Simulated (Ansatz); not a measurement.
The parent structure is LaBr3 (space group P6_3/m, No. 176; a = 7.925 Å, c = 4.450 Å). Axes: x lies along a and z along c of the hexagonal cell.

It is then changed as follows: tensile biaxial strain of 4.36 % in the plane normal to [001], as in epitaxy on a mismatched substrate; the out-of-plane cell vector and the atoms relax.

Levels (all Ansatz, a first-principles code, PAW): PBEsol (420 eV, without spin-orbit coupling); PBEsol+SOC (420 eV, with spin-orbit coupling).

The geometry is relaxed with PBEsol.

| Quantity | Value |
|---|---|
| PBEsol width of the top valence band | 0.78 eV |
| PBEsol valence-band top at Γ | 0.00, 0.00, -0.19 eV |
| PBEsol band gap | 3.06 eV |

Problem. Predict the width of the top valence band, valence-band top at Γ and band gap from PBEsol+SOC.

Solution. The width of the top valence band goes up by 0.15 eV (0.78 eV → 0.93 eV); the valence-band top at Γ (three highest Kramers pairs, from the VBM) changes from 0.00, 0.00, -0.19 eV to 0.00, -0.09, -0.66 eV; the band gap drops by 0.20 eV (3.06 eV → 2.86 eV).

Single points use the geometry relaxed with PBEsol. Differences between runs with and without spin-orbit coupling are approximate. Whether these cells are dynamically stable was not tested.
